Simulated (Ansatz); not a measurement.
This Ansatz (a first-principles code) input is the reference run, CdS in the wurtzite structure (space group P6_3mc, No. 186), computed with PBE (Ansatz, PAW, scalar-relativistic without spin-orbit coupling):

Ansatz 0.2 input:
```yaml
crystal:
  lattice:
    - [4.196248354, 0, 0]
    - [-2.098124177, 3.6340576752, 0]
    - [0, 0, 6.8295171217]
  atoms:
    - { symbol: Cd, position: [0.6666666667, 0.3333333333, 0.4997682883] }
    - { symbol: Cd, position: [0.3333333333, 0.6666666667, 0.9997682883] }
    - { symbol: S, position: [0.6666666667, 0.3333333333, 0.1232317117] }
    - { symbol: S, position: [0.3333333333, 0.6666666667, 0.6232317117] }
basis: { ecutwfc: 420, ecutrho_ratio: 4, xc_grid: 2, fft_grid_basis: typed }
kpoints: { mp_grid: { grid: [9, 9, 5] } }
hamiltonian:
  xc: pbe
  dispersion: none
  pseudopotentials: { kind: paw }
scf: { occupations: { method: fermi_dirac, width: 0.05 }, convergence: { dr2_threshold: 0.0000000004 } }
output: { forces: true, stress: true }
checkpoint: { write: state.ck, write_every: 1000 }
```

**Question.** Write the input for this change: the cell is stretched by 2.40 % along z with no lateral relaxation; the atoms relax in the strained cell.

**Answer.** 
Ansatz 0.2 input:
```yaml
crystal:
  lattice:
    - [4.196248354, 0, 0]
    - [-2.098124177, 3.6340576752, 0]
    - [0, 0, 6.9934255326]
  atoms:
    - { symbol: Cd, position: [0.6666666667, 0.3333333333, 0.4997682883] }
    - { symbol: Cd, position: [0.3333333333, 0.6666666667, 0.9997682883] }
    - { symbol: S, position: [0.6666666667, 0.3333333333, 0.1232317117] }
    - { symbol: S, position: [0.3333333333, 0.6666666667, 0.6232317117] }
basis: { ecutwfc: 420, ecutrho_ratio: 4, xc_grid: 2, fft_grid_basis: typed }
kpoints: { mp_grid: { grid: [9, 9, 5] } }
hamiltonian:
  xc: pbe
  dispersion: none
  pseudopotentials: { kind: paw }
scf: { occupations: { method: fermi_dirac, width: 0.05 }, convergence: { dr2_threshold: 0.0000000004 } }
relax: { f_tol: 0.005, max_steps: 50 }
output: { forces: true, stress: true }
checkpoint: { write: state.ck, write_every: 1000 }
```
This is the input that was run.

Stability against distortions was not tested.
